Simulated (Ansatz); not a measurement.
An Ansatz (a first-principles code) input (Ansatz PBEsol, spin-orbit coupling left out):

Ansatz 0.2 input:
```yaml
crystal:
  lattice:
    - [-1.6941462902, 1.6941462902, 1.6941462902]
    - [1.6941462902, -1.6941462902, 1.6941462902]
    - [1.6941462902, 1.6941462902, -1.6941462902]
  atoms:
    - { symbol: Ta, position: [0, 0, 0] }
basis: { ecutwfc: 420, ecutrho_ratio: 4, xc_grid: 2, fft_grid_basis: typed }
kpoints: { mp_grid: { grid: [20, 20, 20] } }
hamiltonian:
  xc: pbesol
  dispersion: none
  pseudopotentials: { kind: paw }
scf: { occupations: { method: fermi_dirac, width: 0.05 }, convergence: { dr2_threshold: 0.0000000001 } }
relax: { f_tol: 0.005, max_steps: 50 }
output: { forces: true, stress: true }
checkpoint: { write: state.ck, write_every: 1000 }
```

**Question.** Which symmetry and how many k-points will the program report, and about how many plane waves at Γ?

**Answer.** Space group Im-3m (ITA 229) with 48 operations, k-points 256 of 8000, and 381 plane waves at Γ.

**Question.** And the final pressure?

**Answer.** -16.69 GPa (compression positive).

The cells carry an imposed strain or load. No phonon test of stability was made. All final runs are without spin polarisation. The cell was made from Ta in the bcc (W type) structure (space group Im-3m, No. 229) by this change: isotropic strain +3.24 %.
